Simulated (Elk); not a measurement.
Band structure of MgAu3 (Pm-3m, 4 atoms in the cell).

```xyz
4
Lattice="4.1065 0.0000 0.0000 0.0000 4.1065 0.0000 0.0000 0.0000 4.1065" Properties=species:S:1:pos:R:3 pbc="T T T"
Mg     0.0000     0.0000     0.0000
Au     2.0533     2.0533     0.0000
Au     0.0000     2.0533     2.0533
Au     2.0533     0.0000     2.0533
```

Method: PBEsol, all-electron FP-LAPW, Elk's shipped species files, APW+lo basis with extra local orbitals run with Elk.

Settings: xctype = 22; rgkmax = 7.5; swidth = 0.00367493 Ha; ngridk = 6 6 6; gmaxvr = 14 1/bohr; nxlo = 2; lorbcnd = true; rmtscf = 0.92; lmaxi = 2; maxscl = 100.

The starting cell comes from a database of computed structures (which also holds hypothetical and non-ambient phases and stackings), without a prior relaxation at this level. Spin-orbit coupling is off. Values depend on the basis (sphere radii, cutoffs, local orbitals), which need not be converged.

Levels in eV from the Fermi level, bands 48 to 55:
| point | 48 | 49 | 50 | 51 | 52 | 53 | 54 | 55 |
|---|---|---|---|---|---|---|---|---|
| Γ | -2.01 | -2.01 | -2.01 | 0.47 | 0.47 | 0.47 | 4.06 | 4.06 |
| X | -3.79 | -3.66 | -2.94 | -2.00 | 4.18 | 4.18 | 4.35 | 4.59 |
| M | -3.67 | -3.51 | -3.51 | -1.56 | -0.71 | -0.71 | 6.83 | 6.83 |
| R | -2.32 | -2.32 | -1.54 | -1.54 | -1.54 | -1.19 | 1.50 | 1.50 |

Bands cross the Fermi level along this path, so the cell is metallic at this level.
